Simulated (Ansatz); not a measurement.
A dielectric-response calculation of RbCdF3 (Pm-3m, 5 atoms in the cell) with Ansatz (a quantum-chemistry and plane-wave program).

Level of theory: LDA (PW92), default PAW files made with PBE (plane waves; Ansatz).

```xyz
5
Lattice="4.4117 0.0000 0.0000 0.0000 4.4117 0.0000 0.0000 0.0000 4.4117" Properties=species:S:1:pos:R:3 pbc="T T T"
Rb     0.0000     0.0000     0.0000
Cd     2.2059     2.2059     2.2059
F      0.0000     2.2059     2.2059
F      2.2059     0.0000     2.2059
F      2.2059     2.2059     0.0000
```

Reference input (self-consistent single point, DFT, LDA (PW92), plane waves, default PAW files made with PBE): basis.ecutwfc = 420 eV; kpoints.mp_grid.grid = 6 6 6; hamiltonian.xc = lda; hamiltonian.pseudopotentials = {kind: paw} (the program's default PAW files); scf.occupations.method = fixed. This run's input differs from it in these lines:

Ansatz 0.2 input:
```diff
@@ -14,3 +14,3 @@
 kpoints:
-  mp_grid: { grid: [6, 6, 6] }
+  mp_grid: { grid: [4, 4, 4], shift: [0.5, 0.5, 0.5] }
 hamiltonian:
@@ -20,6 +20,4 @@
   occupations: { method: fixed }
-output:
-  forces: true
-  eigenvalues: true
-  stress: true
+dielectric:
+  field_mesh: kpoints
```

Output (repeated stretches shortened):

```
SCF iter   1: F=—  HF=-13673.732522 eV  |F-HF|=—  |Δ(HF+E_count)|=         —  Δρ=1.87e-2  dr2=2.21e-1  ethr=1.77e-3  ⟨swp⟩=5.0  Hψ=633  notcnv=0  defer=16
all-band conjugate gradients solve this SCF's bands
preconditioner: auto → Resta (q_TF=auto, 2.493 Å⁻¹)
SCF iter   2: F=—  HF=-13673.672351 eV  |F-HF|=—  |Δ(HF+E_count)|=   6.02e-2  Δρ=5.39e-3  dr2=9.04e-3  ethr=4.42e-4  ⟨swp⟩=2.0  Hψ=359  notcnv=0  defer=16
   [... lines left out ...]
SCF iter   6: F=—  HF=-13673.669359 eV  |F-HF|=—  |Δ(HF+E_count)|=   2.90e-5  Δρ=3.28e-5  dr2=8.85e-7  ethr=3.33e-8  ⟨swp⟩=2.0  Hψ=300  notcnv=0  defer=6
SCF iter   7: F=—  HF=-13673.669397 eV  |F-HF|=—  |Δ(HF+E_count)|=   3.80e-5  Δρ=5.03e-6  dr2=2.42e-8  ethr=1.77e-9  ⟨swp⟩=2.0  Hψ=318  notcnv=0  defer=6
SCF iter   8: F=—  HF=-13673.669397 eV  |F-HF|=—  |Δ(HF+E_count)|=   2.12e-9  Δρ=1.03e-6  dr2=1.27e-9  ethr=4.84e-11  ⟨swp⟩=2.8  Hψ=342  notcnv=0  defer=6
SCF iter   9: F=-13673.669397 eV  HF=-13673.669397 eV  |F-HF|=1.82e-12  |Δ(HF+E_count)|=  2.09e-10  Δρ=1.47e-7  dr2=2.06e-11  ethr=1.00e-12  ⟨swp⟩=9.2  Hψ=685  notcnv=0
SCF 1 converged in 9 iterations: F = -13673.669397 eV  dr2 = 2.06e-11
DFPT response loops at Γ: preconditioner auto → none (the input reference at scf.mixing.eps_inf says where Resta's filter doesn't serve); β = 0.50 …
Free energy (F): -13673.669397 eV
Internal energy: -13673.669397 eV  (E = F + TS)
E sigma→0 (E₀):  -13673.669397 eV
Fermi energy:    3.735336 eV
--- Dielectric response (ions clamped): 1 representative field direction + reference, on 6 of 64 k-points (Σ response iterations 8) ---
  k mesh reduced under 8 symmetry operations, with k and −k counted as one. Each operation leaves every solved perturbation unchanged …
  ε∞ (high-frequency dielectric tensor):
        2.504727    -0.000000    -0.000000
   [... lines left out ...]
        -0.00000   -1.78517    0.00000
         0.00000    0.00000   -0.91286
    site 4:
        -0.91286    0.00000   -0.00000
        -0.00000   -0.91286    0.00000
         0.00000    0.00000   -1.78517
  Z* charge neutrality: 1.877e-5 e pre-enforcement
  k-mesh period / interband length: 17.6 Å / 0.94 Å = 18.69 at k = (0.1250, 0.1250, 0.1250), direct gap 5.179 eV — 14 or more, which is no proof of convergence
```

The run converged in 9 iterations. 

Summary of the result:
Free energy E − TS (on the zero of these files): -13673.6694 eV
Top of the valence band (on the code's own zero): 3.74 eV
Gap on the k-point mesh: 4.02 eV
ε∞ at this k-point mesh, which may be far from converged in small-gap cells (xx, yy, zz): 2.50, 2.50, 2.50
Born charges at this mesh (mean of the diagonal, e): Rb 1.24, Cd 2.37, F -1.20, F -1.20, F -1.20

The starting cell comes from a database of computed structures (which also holds hypothetical and non-ambient phases and stackings), without a prior relaxation at this level. Its lattice was rescaled by up to half a per cent. The shifted mesh does not hold Γ, so a gap read on it misses any band edge there.
